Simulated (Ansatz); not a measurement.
## Ta: isotropic strain +2.00 %

Base system: Ta in the bcc (W type) structure (space group Im-3m, No. 229; a = 3.2823 Å; relaxed with 0.1 eV smearing).

Modification: an isotropic linear strain of +2.00 %, atoms relaxed at fixed cell.

Computed with Kohn–Sham DFT with the PBEsol functional, run in Ansatz (a quantum-chemistry and plane-wave program) with PAW and 420 eV plane waves, no SOC. Γ-centred 28×28×28 mesh, Fermi–Dirac width 0.1 eV.

The space group stays Im-3m (No. 229) and the shortest interatomic distance increases by 0.0569 Å (2.843 Å → 2.899 Å). The energy grows by 39 meV/atom and the pressure goes from zero to -11.0 GPa. The band gap is still zero.

Final structure:

```
Ta
1.0
   -1.67397     1.67397     1.67397
    1.67397    -1.67397     1.67397
    1.67397     1.67397    -1.67397
Ta
1
Direct
  0.00000   0.00000   0.00000
```

Whether these cells are dynamically stable was not tested. The final runs are not spin-polarised.
